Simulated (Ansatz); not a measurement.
Consider W-vacancy pair (W on one host Ti site, one Ti site vacant) in rock-salt TiN, neutral cell. All values below come from PBE, PAW (plane waves to 420 eV; Ansatz, a first-principles code).

Cell of 64 host sites held at the relaxed PBE lattice; a 2×2×2 k-point mesh shifted by half a step; Fermi-Dirac width 0.10 eV, spin-restricted; finite-size errors left in. No zero-point or tunnelling terms. Spin-orbit coupling is left out. Forms of the defect that were not tried may lie lower.

Barriers: single points on a 4×4×4 k-point mesh shifted by half a step at the bands' geometries (they differ from the bands' own by up to 0.26 eV, and are uncertain by about as much).

Relaxed starting cell (atoms counted from 1):

```yaml
crystal:
  lattice:
    - [8.49380, 0.00000, 0.00000]
    - [0.00000, 8.49380, 0.00000]
    - [0.00000, 0.00000, 8.49380]
  atoms:
    - { symbol: W, position: [0.99968, 0.01015, 0.01087] }
    - { symbol: Ti, position: [0.99971, 0.00697, 0.48812] }
    - { symbol: Ti, position: [0.99971, 0.48715, 0.00774] }
    - { symbol: Ti, position: [0.99970, 0.49311, 0.49398] }
    - { symbol: Ti, position: [0.49970, 0.99528, 0.99612] }
    - { symbol: Ti, position: [0.49971, 0.00195, 0.50412] }
    - { symbol: Ti, position: [0.49971, 0.50333, 0.00283] }
    - { symbol: Ti, position: [0.49972, 0.49721, 0.49801] }
    - { symbol: N, position: [0.25137, 0.99884, 0.99965] }
    - { symbol: N, position: [0.24898, 0.00004, 0.49953] }
    - { symbol: N, position: [0.24899, 0.49871, 0.00087] }
    - { symbol: N, position: [0.24967, 0.49981, 0.50064] }
    - { symbol: N, position: [0.74808, 0.99884, 0.99963] }
    - { symbol: N, position: [0.75044, 0.00003, 0.49952] }
    - { symbol: N, position: [0.75045, 0.49870, 0.00085] }
    - { symbol: N, position: [0.74974, 0.49982, 0.50062] }
    - { symbol: Ti, position: [0.99975, 0.24212, 0.75394] }
    - { symbol: Ti, position: [0.99976, 0.75315, 0.24293] }
    - { symbol: Ti, position: [0.99969, 0.75737, 0.75822] }
    - { symbol: Ti, position: [0.49969, 0.24707, 0.24787] }
    - { symbol: Ti, position: [0.49968, 0.25021, 0.75309] }
    - { symbol: Ti, position: [0.49970, 0.75223, 0.25095] }
    - { symbol: Ti, position: [0.49974, 0.74954, 0.75045] }
    - { symbol: N, position: [0.25416, 0.24987, 0.25069] }
    - { symbol: N, position: [0.24867, 0.24873, 0.75199] }
    - { symbol: N, position: [0.24867, 0.75117, 0.24956] }
    - { symbol: N, position: [0.24851, 0.75002, 0.75086] }
    - { symbol: N, position: [0.74522, 0.24986, 0.25067] }
    - { symbol: N, position: [0.75074, 0.24872, 0.75198] }
    - { symbol: N, position: [0.75075, 0.75118, 0.24955] }
    - { symbol: N, position: [0.75093, 0.75003, 0.75086] }
    - { symbol: Ti, position: [0.24189, 0.00597, 0.25041] }
    - { symbol: Ti, position: [0.25667, 0.99993, 0.74752] }
    - { symbol: Ti, position: [0.24437, 0.49487, 0.25208] }
    - { symbol: Ti, position: [0.24575, 0.49880, 0.74960] }
    - { symbol: Ti, position: [0.75756, 0.00599, 0.25035] }
    - { symbol: Ti, position: [0.74273, 0.99992, 0.74752] }
    - { symbol: Ti, position: [0.75506, 0.49486, 0.25209] }
    - { symbol: Ti, position: [0.75368, 0.49880, 0.74959] }
    - { symbol: N, position: [0.99971, 0.00331, 0.25530] }
    - { symbol: N, position: [0.99974, 0.00072, 0.74894] }
    - { symbol: N, position: [0.99971, 0.50638, 0.25185] }
    - { symbol: N, position: [0.99973, 0.49974, 0.75099] }
    - { symbol: N, position: [0.49971, 0.00084, 0.25023] }
    - { symbol: N, position: [0.49971, 0.00069, 0.75005] }
    - { symbol: N, position: [0.49972, 0.49890, 0.25063] }
    - { symbol: N, position: [0.49971, 0.49860, 0.75039] }
    - { symbol: Ti, position: [0.24191, 0.24948, 0.00687] }
    - { symbol: Ti, position: [0.24443, 0.25128, 0.49564] }
    - { symbol: Ti, position: [0.25664, 0.74675, 0.00082] }
    - { symbol: Ti, position: [0.24574, 0.74877, 0.49956] }
    - { symbol: Ti, position: [0.75753, 0.24951, 0.00683] }
    - { symbol: Ti, position: [0.75501, 0.25127, 0.49563] }
    - { symbol: Ti, position: [0.74279, 0.74672, 0.00080] }
    - { symbol: Ti, position: [0.75370, 0.74877, 0.49958] }
    - { symbol: N, position: [0.99972, 0.25445, 0.00412] }
    - { symbol: N, position: [0.99970, 0.25107, 0.50716] }
    - { symbol: N, position: [0.99975, 0.74813, 0.00158] }
    - { symbol: N, position: [0.99972, 0.75017, 0.50057] }
    - { symbol: N, position: [0.49968, 0.24938, 0.00168] }
    - { symbol: N, position: [0.49973, 0.24978, 0.49973] }
    - { symbol: N, position: [0.49972, 0.74922, 0.00151] }
    - { symbol: N, position: [0.49971, 0.74956, 0.49944] }
```

End state 1 differs by these moves (Å; atoms that move under 0.08 Å are left out):

| atom | element | Δx | Δy | Δz |
|---|---|---|---|---|
| 1 | W | 0.00 | 1.95 | 1.95 |
| 2 | Ti | 0.00 | 0.01 | 0.08 |
| 3 | Ti | 0.00 | 0.08 | 0.01 |
| 5 | Ti | 0.00 | 0.06 | 0.06 |
| 17 | Ti | 0.00 | 0.01 | 0.08 |
| 18 | Ti | 0.00 | 0.08 | 0.01 |
| 20 | Ti | 0.00 | 0.06 | 0.06 |
| 33 | Ti | -0.10 | -0.01 | 0.07 |
| 34 | Ti | 0.10 | 0.07 | -0.01 |
| 37 | Ti | 0.10 | -0.01 | 0.07 |
| 38 | Ti | -0.10 | 0.07 | -0.01 |
| 40 | N | 0.00 | -0.07 | -0.07 |
| 49 | Ti | 0.10 | -0.01 | 0.07 |
| 50 | Ti | -0.10 | 0.07 | -0.01 |
| 53 | Ti | -0.10 | -0.01 | 0.07 |
| 54 | Ti | 0.10 | 0.07 | -0.01 |
| 56 | N | 0.00 | -0.07 | -0.07 |

Q: Give the forward and backward barriers to end state 1 at the level PBE, PAW.

A: forward 4.39 eV, backward 4.39 eV; at the saddle point atom 1 has neighbours 2 N at 1.88, N at 2.03, N at 2.04 Å. The saddle point's order was not checked, and it lies on a symmetry element of the cell, where a band can be held.
